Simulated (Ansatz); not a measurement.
A series of runs on Ga (P1, 6 atoms in the cell)

```yaml
crystal:
  lattice:
    - [-2.99241, 2.99241, 2.99241]
    - [2.99241, -2.99241, 2.99241]
    - [2.99241, 2.99241, -2.99241]
  atoms:
    - { symbol: Ga, position: [0.24616, 0.12495, 0.86966] }
    - { symbol: Ga, position: [0.87505, 0.25112, 0.13070] }
    - { symbol: Ga, position: [0.74938, 0.37593, 0.62647] }
    - { symbol: Ga, position: [0.63527, 0.75547, 0.38040] }
    - { symbol: Ga, position: [0.11786, 0.86889, 0.24464] }
    - { symbol: Ga, position: [0.37628, 0.62362, 0.74813] }
```

Base run A: LDA (PW92), default PAW files made with PBE in Ansatz (a quantum-chemistry and plane-wave program), self-consistent single point.

Its settings: kpoints.mp_grid.grid = 5 5 5; hamiltonian.xc = lda; hamiltonian.pseudopotentials = {kind: paw} (the program's default PAW files); scf.occupations.method = gaussian; scf.occupations.width = 0.01 Ry.

The starting cell comes from a database of computed structures (which also holds hypothetical and non-ambient phases and stackings), without a prior relaxation at this level. Its atoms were displaced at random from the sites of space group no. 220. In the base run, with a pressure of about -3 GPa the cell is away from its equilibrium volume at this level. Ansatz's pressure includes its estimate of the finite-basis (Pulay) stress.

ΔF is the free energy per atom less that of run A. 

```tsv
run	kpoints.mp_grid.grid, kpoints.mp_grid.shift	ΔF (meV/atom)	pressure (GPa)	largest force (eV/Å)	k-points
A	5 5 5, default	0.00	-3.28	0.160	63
B	2 2 2, default	-17.1	-5.44	0.102	8
C	2 2 2, 0.5 0.5 0.5	199.8	3.45	0.147	4
D	3 3 3, default	73.5	-2.69	0.167	14
E	3 3 3, 0.5 0.5 0.5	-144.2	-4.12	0.161	14
F	4 4 4, default	-40.4	-2.07	0.105	36
G	4 4 4, 0.5 0.5 0.5	36.8	-2.05	0.143	32
H	5 5 5, 0.5 0.5 0.5	-31.2	-2.77	0.184	63
I	5 5 5, 0 0 0.5	-28.1	-2.52	0.173	63
```

Run H against A: The free energy goes down by 31.2 meV/atom, the pressure goes from -3.28 to -2.77 GPa and the largest force goes from 0.160 to 0.184 eV/Å.

Run C against A: The free energy rises by 200 meV/atom, the pressure goes from -3.28 to 3.45 GPa and the largest force goes from 0.160 to 0.147 eV/Å.

Run F against A: The free energy falls by 40.4 meV/atom, the pressure goes from -3.28 to -2.07 GPa and the largest force goes from 0.160 to 0.105 eV/Å.

Keys are those of Ansatz 0.2.
